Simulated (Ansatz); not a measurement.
Results of r²SCAN (Ansatz, a quantum-chemistry and plane-wave program, PAW) for SnSe (model structure, within 0.1 Å of Fm-3m, No. 225, 6 atoms in the cell).

Settings: plane-wave cutoff 560 eV, 18×18×6 k mesh (along the axes of the cell as run), Fermi–Dirac smearing 0.05 eV, scalar-relativistic PAW data made under PBE.

Cell (relaxed at this level):

```cif
data_Se3Sn3
_chemical_formula_sum 'Sn3 Se3'
_space_group_name_H-M_alt 'P 1'
_space_group_IT_number 1
_cell_length_a 4.25739
_cell_length_b 4.25739
_cell_length_c 10.42677
_cell_angle_alpha 90.000
_cell_angle_beta 90.000
_cell_angle_gamma 120.000
loop_
_space_group_symop_operation_xyz
  'x, y, z'
loop_
_atom_site_label
_atom_site_type_symbol
_atom_site_fract_x
_atom_site_fract_y
_atom_site_fract_z
_atom_site_occupancy
Sn1 Sn 0.00000 0.33343 0.66667 1
Sn2 Sn 0.66657 0.66657 0.00000 1
Sn3 Sn 0.33343 0.00000 0.33333 1
Se1 Se 0.00000 0.33325 0.16667 1
Se2 Se 0.66675 0.66675 0.50000 1
Se3 Se 0.33325 0.00000 0.83333 1
```

Give the computed band gap, smallest direct gap on the k points sampled and Γ–Γ gap.


* **band gap**: 0.24 eV
* **smallest direct gap on the k points sampled**: 0.31 eV
* **Γ–Γ gap**: 2.09 eV

Spin–orbit coupling is not included.

The computed numbers hold no vibrational or temperature effects.

Computing time: around 4 core-minutes (rough).

A model structure was made by putting elements into a prototype or built by hand; it is no filed structure, need not be a known phase, and can be a saddle point held by its symmetry.
